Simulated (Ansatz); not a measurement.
```
CELL_PARAMETERS angstrom
     -3.21597     3.21597     6.19144
      3.21597    -3.21597     6.19144
      3.21597     3.21597    -6.19144
ATOMIC_POSITIONS crystal
  In 0.50000 0.50000 0.00000
  In 0.25000 0.75000 0.50000
  Te 0.37500 0.36624 0.49124
  Te 0.63376 0.12500 0.00876
  Te 0.87500 0.88376 0.50876
  Te 0.11624 0.62500 0.99124
  Ag 0.00000 0.00000 0.00000
  Ag 0.75000 0.25000 0.50000
```

No spin polarisation.

Computed with Ansatz (a quantum-chemistry and plane-wave program) PBEsol, no spin-orbit coupling. Settings: 7×7×7 k-points, 0.05 eV Fermi–Dirac smearing.

Question: Predict the pressure and gap character.

Answer: 
- Pressure (mean of the normal stresses, compression positive): 1.44 GPa
- Gap character: direct at Γ

Spin-orbit coupling, missing from the scalar runs, can matter with Te. The cells carry an imposed strain or load. Whether these cells are dynamically stable was not tested. The cell was made from InAgTe₂ in the chalcopyrite structure (space group I-42d, No. 122) by this change: uniaxial strain ε_zz = −3.00 %. A zero or small gap of InAgTe2 can be the functional's error rather than a property of the material.
